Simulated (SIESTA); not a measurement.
SIESTA run on PbS2 (P1, 6 atoms in the cell): self-consistent single point.

Method of the run: SIESTA with LDA PW92, numerical atomic orbitals DZP, PseudoDojo LDA standard norm-conserving potentials (rewritten from UPF to PSML).

The change in words: atoms moved at random. Reference geometry:
```
PbS2
1.0
   -3.06881     3.06881     3.76905
    3.06881    -3.06881     3.76905
    3.06881     3.06881    -3.76905
Pb S
2 4
Direct
  0.75000   0.75000   0.00000
  0.25000   0.25000   0.00000
  0.11903   0.61903   0.73806
  0.88097   0.38097   0.26194
  0.61903   0.88097   0.50000
  0.38097   0.11903   0.50000
```

Reference input (self-consistent single point, DFT, LDA PW92, numerical atomic orbitals DZP, PseudoDojo LDA standard norm-conserving potentials (rewritten from UPF to PSML)): XC.functional = LDA; XC.authors = PW92; potentials = PseudoDojo LDA standard; PAO.BasisSize = DZP; PAO.EnergyShift = 0.01 Ry; MeshCutoff = 400 Ry; kgrid.MonkhorstPack = 6 6 6; OccupationFunction = FD; ElectronicTemperature = 580.23 K; MaxSCFIterations = 150; SCF.Mixer.Method = Broyden; SCF.Mixer.Weight = 0.1. This run's input differs from it in these lines:

```diff
@@ -18,8 +18,8 @@
 %block AtomicCoordinatesAndAtomicSpecies
-     0.000000000   -0.000000000    5.653570500  1
-     0.000000000    0.000000000    1.884523500  1
-     3.799377099    0.730562099   -0.000000000  2
-    -0.730562099    2.338252901    3.769047000  2
-     2.338252901    0.730562099    3.769047000  2
-     0.730562099    2.338252901    0.000000000  2
+     0.047364091    0.032486476    5.648979801  1
+    -0.002890824   -0.044227762    1.873058059  1
+     3.808697090    0.719818178    0.036073549  2
+    -0.764975790    2.307804119    3.771579800  2
+     2.377395636    0.754790393    3.824402993  2
+     0.672039797    2.366952459   -0.077898663  2
 %endblock AtomicCoordinatesAndAtomicSpecies
```

Output, abridged:

```
        iscf     Eharris(eV)        E_KS(eV)     FreeEng(eV)     dDmax    Ef(eV) dHmax(eV)
   scf:    1    -5030.128620    -5025.641441    -5025.642054  0.632663 -3.390666  4.157211
   scf:    2    -5026.202648    -5025.931229    -5025.931910  0.016524 -3.404674  3.411353
   scf:    3    -5026.668257    -5026.415315    -5026.416369  0.067406 -3.479248  0.698005
   scf:    4    -5026.482640    -5026.458275    -5026.459197  0.019891 -3.570946  0.377752
   scf:    5    -5026.463851    -5026.463039    -5026.464032  0.010872 -3.587686  0.106210
   [... 4 lines left out ...]
   scf:   10    -5026.465099    -5026.465098    -5026.466068  0.000175 -3.605871  0.001051
   scf:   11    -5026.465097    -5026.465098    -5026.466069  0.000106 -3.605808  0.000478
   scf:   12    -5026.465097    -5026.465097    -5026.466069  0.000030 -3.605787  0.000292
   scf:   13    -5026.465097    -5026.465097    -5026.466069  0.000009 -3.605781  0.000211
SCF Convergence by DM+H criterion
max |DM_out - DM_in|         :     0.0000087989
max |H_out - H_in|      (eV) :     0.0002109644
SCF cycle converged after 13 iterations

Using DM_out to compute the final energy and forces

siesta: E_KS(eV) =            -5026.4651

siesta: E_KS - E_eggbox =     -5026.4651

siesta: Atomic forces (eV/Ang):
     1   -0.167677   -0.104531   -0.027695
     2    0.057303    0.135264    0.068549
     3    0.041346   -0.016075   -0.081361
     4    0.028156    0.138115   -0.002763
     5   -1.262318    1.156423   -0.129197
     6    1.303139   -1.308955    0.173709
   Tot   -0.000051    0.000241    0.001243
   Max    1.308955
   Res    0.600172    sqrt( Sum f_i^2 / 3N )
   Max    1.308955    constrained

   [... lines left out ...]
siesta: FreeEng =     -5026.466069
   [... lines left out ...]
siesta:     0.017019    0.011895    0.000146
siesta:     0.011895    0.015741   -0.001074
siesta:     0.000146   -0.001074    0.022195

siesta: Cell volume =        141.981893 Ang**3

siesta: Pressure (static):
siesta:                Solid            Molecule  Units
siesta:          -0.00019951         -0.00008503  Ry/Bohr**3
siesta:          -0.01831852         -0.00780689  eV/Ang**3
siesta:         -29.34951139        -12.50802437  kBar
```

The run converged in 13 iterations. Against the reference run the free energy goes up by 16.8 meV/atom, the pressure goes from -3.41 to -2.93 GPa, the largest force goes from 0.592 to 1.855 eV/Å and the gap on the mesh goes from 0.170 to 0.104 eV.

The starting cell comes from a database of computed structures (which also holds hypothetical and non-ambient phases and stackings), without a prior relaxation at this level. Its lattice was rescaled by a random factor within 2.5 % of one. For this run, on top of that: atoms moved at random. Spin-orbit coupling is off. Values carry the incompleteness of an atom-centred basis. Forces in this geometry exceed 1 eV/Å.

Cost on one core of a shared machine: roughly 40 s.
